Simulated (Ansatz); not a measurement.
LiCl (model structure, F-43m, No. 216, 2 atoms in the cell), treated with LDA (Ansatz, a program for electronic structure, PAW).

Run with plane-wave cutoff 520 eV, 10×10×10 k mesh, Fermi–Dirac smearing 0.01 eV, scalar-relativistic PAW data made under PBE.

Cell (relaxed at this level):

```
LiCl
1.0
    0.00000     2.66178     2.66178
    2.66178     0.00000     2.66178
    2.66178     2.66178     0.00000
Li Cl
1 1
Direct
  0.00000   0.00000   0.00000
  0.25000   0.25000   0.25000
```

Question: What does this level give for the band gap and bulk modulus?

Answer: 
* **band gap**: 5.91 eV (on the SCF k mesh)
* **bulk modulus**: 30.2 GPa

Note: the bulk modulus is −V dP/dV from two relaxed cells at ±2 % in volume; the relaxation could raise the start's symmetry but not lower it, so the cell can be a saddle point.

The result took around 10 core-seconds (rough).

A model structure was made by putting elements into a prototype or built by hand; it is no filed structure, need not be a known phase, and can be a saddle point held by its symmetry.
